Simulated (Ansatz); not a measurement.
# How far to go with the plane-wave cutoff: InBi2S4Cl (Cm, 8 atoms in the cell)

```
InBi2S4Cl
1.0
    6.32031    -1.97729     0.00000
    6.32031     1.97729     0.00000
   -3.72219     0.00000     7.79498
In Bi S Cl
1 2 4 1
Cartesian
  0.00000   0.00000   0.05000
  9.03344   0.00000   2.14487
 -0.11501   0.00000   5.65011
  0.88599   0.00000   2.47007
  8.03245   0.00000   5.32491
  4.53376   0.00000   0.42155
  4.38468   0.00000   7.37343
  4.45922   0.00000   3.89749
```

Method: PBEsol, default PAW files made with PBE (plane waves; Ansatz, a quantum-chemistry and plane-wave program).

Base settings: basis.ecutwfc = 420 eV; kpoints.mp_grid.grid = 3 3 2; hamiltonian.xc = pbesol; hamiltonian.pseudopotentials = {kind: paw} (the program's default PAW files); scf.occupations.method = fermi_dirac; scf.occupations.width = 0.02 eV.

The second cell is the first with its lattice scaled by 0.98.

The mesh stays at the base's, so the ladder's end is converged at best in this setting alone.

The first pressure column holds Ansatz's estimate of the finite-basis (Pulay) stress, which hides part of the cutoff error; the other is without it.

Only quantities that move along the ladder and can be compared are tabulated; the gap is left out on so coarse a mesh.

The count of work is k-points × plane waves × bands × iterations; it is no time. 

The starting cell comes from a database of computed structures (which also holds hypothetical and non-ambient phases and stackings), without a prior relaxation at this level. Its lattice was rescaled by up to half a per cent. One atom was moved a little off its site on purpose. In the base run, with a pressure of about -3 GPa the cell is away from its equilibrium volume at this level.

| basis.ecutwfc | free energy less the last step's (meV/atom) | energy of the compressed cell less the first (meV/atom) | pressure (GPa) | pressure without the Pulay estimate (GPa) | largest difference of a force vector from the last step's (eV/Å) | count of work / last |
|---|---|---|---|---|---|---|
| 145 eV | 29174.64 | 97.86 | -10.87 | -711.91 | 1.155 | 0.071 |
| 170 eV | 11143.95 | -19.08 | -5.60 | -332.04 | 0.550 | 0.078 |
| 190 eV | 5022.71 | 88.37 | -4.35 | -171.48 | 0.151 | 0.095 |
| 210 eV | 2270.75 | 18.17 | -3.31 | -88.90 | 0.255 | 0.094 |
| 230 eV | 972.66 | -4.05 | -3.18 | -44.92 | 0.167 | 0.11 |
| 250 eV | 412.63 | -8.90 | -3.17 | -23.40 | 0.108 | 0.12 |
| 295 eV | 47.48 | -12.55 | -3.41 | -6.55 | 0.008 | 0.16 |
| 335 eV | 5.83 | -12.93 | -3.42 | -3.84 | 0.004 | 0.19 |
| 380 eV | 1.43 | -13.12 | -3.43 | -3.47 | 0.002 | 0.23 |
| 420 eV | 0.89 | -13.19 | -3.44 | -3.46 | 0.001 | 0.27 |
| 460 eV | 0.48 | -13.22 | -3.44 | -3.46 | 0.000 | 0.31 |
| 505 eV | 0.27 | -13.23 | -3.44 | -3.45 | 0.000 | 0.35 |
| 565 eV | 0.16 | -13.24 | -3.44 | -3.45 | 0.000 | 0.42 |
| 630 eV | 0.08 | -13.24 | -3.44 | -3.45 | 0.000 | 0.49 |
| 735 eV | 0.05 | -13.24 | -3.44 | -3.45 | 0.000 | 0.62 |
| 840 eV | 0.03 | -13.24 | -3.44 | -3.45 | 0.000 | 0.76 |
| 1010 eV | 0.00 | -13.24 | -3.44 | -3.45 | 0.000 | 1.0 |

Coarsest basis.ecutwfc that holds the forces within 0.01 eV/Å of the last step, with all finer ones: 295 eV, at 0.16 of the last step's count of work; the step before is off by 0.11 eV/Å.

Coarsest basis.ecutwfc that holds the energy of the compressed cell less the first within 2 meV/atom of the last step, with all finer ones: 295 eV, at 0.16 of the last step's count of work; the step before is off by 4.3 meV/atom.

Coarsest basis.ecutwfc that holds the pressure without the Pulay estimate within 1 GPa of the last step, with all finer ones: 335 eV, at 0.19 of the last step's count of work; the step before is off by 3.1 GPa.

The energy difference between the two cells stays within 1 meV/atom of the last step's from 295 eV on, the total only from 420 eV on: much of the error is common to both cells and cancels.

At the lowest cutoff the pressure without the Pulay estimate lies 708 GPa under the last step's, the usual sign of Pulay stress in an incomplete plane-wave basis.

Keys are those of Ansatz 0.2.
